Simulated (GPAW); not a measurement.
A self-consistent single point of Yb (Fm-3m, 1 atom in the cell) with GPAW.

Method of the run: PBE, GPAW PAW datasets PBE (gpaw-data 1.0.1) (plane waves; GPAW 25.7.0).

```
CELL_PARAMETERS angstrom
      0.00000     2.75370     2.75370
      2.75370     0.00000     2.75370
      2.75370     2.75370     0.00000
ATOMIC_POSITIONS crystal
  Yb 0.00000 0.00000 0.00000
```

Reference input (self-consistent single point, DFT PBE, plane waves, GPAW PAW datasets PBE (gpaw-data 1.0.1)): mode = pw; ecut = 850 eV; xc = PBE; kpts = 4 4 4; mesh shift (steps) = 0 0 0; occupations.name = fermi-dirac; occupations.width = 0.1 eV; nbands = -5; convergence.forces = 0.001 eV/Å; symmetry.symmorphic = false; symmetry.tolerance = 0.0005; maxiter = 150. This run's input differs from it in these lines:

```diff
@@ -12,2 +12,3 @@
 calc = GPAW(mode={'name': 'pw', 'ecut': 850},
+            h=0.25,
             xc='PBE',
```

The program printed (abridged):

```
Input parameters:
  convergence: {forces: 0.001}
  h: 0.25
  kpts: {gamma: True,
         size: (4, 4, 4)}
  maxiter: 150
  mode: {ecut: 850,
         name: pw}
  nbands: -5
  occupations: {name: fermi-dirac,
                width: 0.1}
  symmetry: {symmorphic: False,
             tolerance: 0.0005}
  xc: PBE

species:
  Yb:
    name: Ytterbium
    Z: 70.0
    valence: 24
    core: 46
    charge: 0.0
    file: Yb.PBE.gz

    # Using partial waves for Yb as LCAO basis

Reference energy: -382585.272641  # eV

Spin-paired calculation

Convergence criteria:
 Maximum [total energy] change in last 3 cyles: 0.0005 eV / valence electron
 Maximum integral of absolute [dens]ity change: 0.0001 electrons / valence electron
 Maximum integral of absolute [eigenst]ate change: 4e-08 eV^2 / valence electron
 Maximum change in the atomic [forces] across last 2 cycles: 0.001 eV/Ang OR
Maximum error relative to the maximum force is below inf
 Maximum number of scf [iter]ations: 150

Symmetries present (total): 48
Symmetries with fractional translations: 0
64 k-points: 4 x 4 x 4 Monkhorst-Pack grid + [1/8,1/8,1/8]
8 k-points in the irreducible part of the Brillouin zone
       k-points in crystal coordinates                weights
   0:     0.00000000    0.00000000    0.00000000          1/64
   1:     0.25000000    0.25000000    0.00000000          6/64
   2:     0.25000000    0.25000000    0.25000000          8/64
   [... 5 lines left out ...]

Traceback (most recent call last):
   [... frames left out ...]
AssertionError
```

The program stopped before any SCF iteration. 

The starting cell has typed, rounded lattice constants, without a prior relaxation at this level. Its lattice was rescaled by up to half a per cent. Spin-orbit coupling is off.
